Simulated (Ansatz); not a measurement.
# Nb, response to strain

Take Nb in the bcc (W type) structure (space group Im-3m, No. 229; a = 3.311 Å; relaxed with 0.1 eV smearing) as the base.

Strains are applied to the cell and any free atomic positions relax.

Calculations: DFT with PBE, PAW potentials and a 420 eV plane-wave cutoff in Ansatz (a program for electronic structure), no spin-orbit coupling.

Notes on the quantities. energy relative to the base: free energy F.

| change | energy relative to the base | volume per atom | pressure |
|---|---|---|---|
| base | 0 meV/atom | 18.16 Å³ | 0.0 GPa |
| isotropic strain −3.00 % | +84 meV/atom | 16.57 Å³ | 18.2 GPa |
| isotropic strain −2.50 % | +58 meV/atom | 16.83 Å³ | 14.7 GPa |
| isotropic strain −1.50 % | +20 meV/atom | 17.35 Å³ | 8.3 GPa |
| isotropic strain −1.00 % | +8.8 meV/atom | 17.62 Å³ | 5.4 GPa |
| isotropic strain +0.50 % | +2.1 meV/atom | 18.43 Å³ | -2.5 GPa |
| isotropic strain +1.00 % | +8.4 meV/atom | 18.71 Å³ | -4.8 GPa |
| isotropic strain +1.50 % | ? | 18.99 Å³ | ? |
| isotropic strain +2.50 % | +50 meV/atom | 19.55 Å³ | -10.9 GPa |
| isotropic strain +3.00 % | +72 meV/atom | 19.84 Å³ | -12.7 GPa |

### Question
What belongs in the blanks?

### Answer

- isotropic strain +1.50 %, energy relative to the base: +19 meV/atom
- isotropic strain +1.50 %, pressure: -6.9 GPa

Stability against distortions was not tested. All final runs are without spin polarisation.
